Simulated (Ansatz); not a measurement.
All values below come from PBE (plane waves to 420 eV, PAW; Ansatz, a first-principles code).

Plane-averaged electrostatic potential energy along the normal, in eV from the Fermi level, for a constructed model of the (100) surface of fcc Rh, a pseudomorphic layer of Mn in the host's stacking (bottom of the slab: a bare face, its two planes held):

(z (Å), V (eV)): (3.79, 5.05); (4.08, 5.05); (4.38, 5.05); (4.67, 5.04); (4.96, 5.03); (5.25, 5.02); (5.54, 4.98); (5.83, 4.91); (6.12, 4.75); (6.42, 4.42); (6.71, 3.70); (7.00, 2.12); (7.29, -2.09); (7.58, -11.00); (7.88, -19.17); (8.17, -21.27); (8.46, -16.34); (8.75, -7.63); (9.04, -2.70); (9.33, -6.83); (9.62, -15.66); (9.92, -21.32); (10.21, -20.30); (10.50, -13.13); (10.79, -4.99); (11.08, -3.83); (11.38, -10.95); (11.67, -19.03); (11.96, -21.70); (12.25, -17.52); (12.54, -8.88); (12.83, -2.94); (13.12, -5.63); (13.42, -14.19); (13.71, -20.80); (14.00, -20.98); (14.29, -14.66); (14.58, -6.14); (14.88, -3.50); (15.17, -9.78); (15.46, -18.18); (15.75, -21.73); (16.04, -18.40); (16.33, -9.98); (16.62, -3.11); (16.92, -4.21); (17.21, -12.20); (17.50, -19.79); (17.79, -21.51); (18.08, -16.50); (18.38, -8.20); (18.67, -4.43); (18.96, -8.45); (19.25, -13.03); (19.54, -14.22); (19.83, -11.34); (20.12, -5.34); (20.42, -0.45); (20.71, 1.64); (21.00, 2.70); (21.29, 3.26); (21.58, 3.54); (21.88, 3.69); (22.17, 3.76); (22.46, 3.80); (22.75, 3.82); (23.04, 3.83); (23.33, 3.83); (23.62, 3.83); (23.92, 3.83)

Slab: 7 atoms, 11.8 Å thick at the start; k 14x14x1, smearing 0.1 eV, dipole-corrected; 2 atoms held, the rest relaxed; start symmetry kept, larger cells not searched; spin-polarised, ending with about 4.0 μB a cell; orders that need a larger cell were not tried, no spin-orbit, no U. It is one candidate, not shown to be the stable structure of the face.

The surface cell has an area of 7.33 Å². What dipole along the normal does the step between the two vacuum levels imply?

the top vacuum level lies 1.21 eV below the bottom one; p = −ε₀ A ΔV (ε₀ = 0.005526 e/(V·Å)) gives 0.05 e·Å a cell.
